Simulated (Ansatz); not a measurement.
## SrIr₂ (Fd-3m): band-structure transport figures

Data:

```yaml
crystal:
  lattice:
    - [0.00000, 3.81946, 3.81946]
    - [3.81946, 0.00000, 3.81946]
    - [3.81946, 3.81946, 0.00000]
  atoms:
    - { symbol: Sr, position: [0.25000, 0.25000, 0.25000] }
    - { symbol: Sr, position: [0.00000, 0.00000, 0.00000] }
    - { symbol: Ir, position: [0.62500, 0.12500, 0.62500] }
    - { symbol: Ir, position: [0.62500, 0.62500, 0.62500] }
    - { symbol: Ir, position: [0.12500, 0.62500, 0.62500] }
    - { symbol: Ir, position: [0.62500, 0.62500, 0.12500] }
```

All values below come from PBEsol, rigid bands (plane waves, PAW, scalar-relativistic; Ansatz, an electronic-structure program). Geometry: cell and atoms relaxed with PBEsol.

| Property | Result |
|---|---|
| density of states at the Fermi level | 7.72 states/(eV·cell), both spins |
| bare Sommerfeld coefficient | 3.0 mJ/(mol of atoms·K²) |
| Drude plasma energy | 3.4 eV |
| root-mean-square Fermi velocity | 2.5e5 m/s |
| resistivity times τ | 43 ×10⁻²² Ω·m·s |

A metal at this level (no band gap); rigid bands, thermally averaged at 300 K, both spins. Spin-orbit coupling is left out, which matters with elements this heavy. τ is one relaxation time for all states.

Formula and space group known from diffraction (Crystallography Open Database), not checked to be the room-temperature form: SrIr2 (Fd-3m).
